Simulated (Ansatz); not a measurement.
Candidates (primitive cells; geometry: cell and atoms relaxed with PBEsol):
A. CdS (P6_3mc), a = 4.124 Å, b = 4.124 Å, c = 6.709 Å, α = 90.00°, β = 90.00°, γ = 120.00°
B. CdTe (F-43m), a = b = c = 4.5886 Å, α = β = γ = 60.00°
C. CdSe (P6_3mc), a = b = 4.302 Å, c = 7.022 Å, α = β = 90.00°, γ = 120.00°

Question: Order them by hole conductivity mass (lowest first) at the level PBEsol with spin-orbit coupling, rigid bands (Ansatz, a first-principles code).

Answer: B (0.54 mₑ), C (0.95 mₑ), A (1.26 mₑ)

Masses are for dilute carriers at 300 K, harmonic means over directions unless an axis is named.
